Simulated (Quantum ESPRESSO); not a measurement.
Quantum ESPRESSO run on LuBi (I4mm, 2 atoms in the cell): self-consistent single point.

Level of theory: LDA (PZ), PSlibrary ultrasoft (LDA) pseudopotentials (plane waves; Quantum ESPRESSO).

```xyz
2
Lattice="0.0000 3.1175 3.1175 3.1175 0.0000 3.1175 3.1175 3.1175 0.0000" Properties=species:S:1:pos:R:3 pbc="T T T"
Lu     3.1175     3.1175     3.1675
Bi     0.0000     0.0000     0.0000
```

Reference input (self-consistent single point, DFT, LDA (PZ), plane waves, PSlibrary ultrasoft (LDA) pseudopotentials): ecutwfc = 50 Ry; ecutrho = 500 Ry; occupations = smearing; smearing = fermi-dirac; degauss = 0.0073499 Ry; potentials = {Lu: Lu.pz-spdn-rrkjus_psl.1.0.0.UPF, Bi: Bi.pz-dn-rrkjus_psl.1.0.0.UPF}; K_POINTS = automatic 4 4 4 0 0 0; conv_thr = 1e-09 Ry. This run's input differs from it in these lines:

```diff
@@ -16,2 +16,3 @@
  degauss = 0.0073499,
+ nbnd = 13,
 /
```

Output, abridged:

```
     Self-consistent Calculation

     iteration #  1     ecut=    50.00 Ry     beta= 0.70

 %%%%%%%%%%%%%%%%%%%%%%%%%%%%%%%%%%%%%%%%%%%%%%%%%%%%%%%%%%%%%%%%%%%%%%%%%%%%%%
     Error in routine efermig (1):
     internal error, cannot bracket Ef
 %%%%%%%%%%%%%%%%%%%%%%%%%%%%%%%%%%%%%%%%%%%%%%%%%%%%%%%%%%%%%%%%%%%%%%%%%%%%%%

     stopping ...
```

The program stopped with an error at about iteration 1. 

The starting cell comes from a database of computed structures (which also holds hypothetical and non-ambient phases and stackings), without a prior relaxation at this level. Its lattice was rescaled by up to half a per cent. One atom was moved a little off its site on purpose.
